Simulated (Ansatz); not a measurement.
Base system: Ir in the fcc (Cu type) structure (space group Fm-3m, No. 225; a = 3.831 Å; relaxed with 0.1 eV smearing). Axes: x, y, z lie along the cube axes.

Computed with plane-wave PAW DFT at the PBEsol level (Ansatz, a quantum-chemistry and plane-wave program, 420 eV), without spin-orbit coupling.

For the base:

```
Item                Value
---------------  --------
Volume per atom  14.06 Å³
```

The change: uniaxial stress, 8 GPa tension along x; all other stress components relax to zero.

**Question.** What happens to the secant Young's modulus along x, mean lateral Poisson ratio, energy relative to the base and volume per atom?

**Answer.** The secant Young's modulus along x is 480 GPa; the mean lateral Poisson ratio is 0.27; the energy goes up by 5.8 meV/atom; the volume per atom rises by 0.10 Å³, from 14.06 Å³ to 14.16 Å³.

Load acts through the strain it causes; cell and atoms are relaxed under it. Stability under load was not tested beyond the relaxation. The final runs are not spin-polarised.
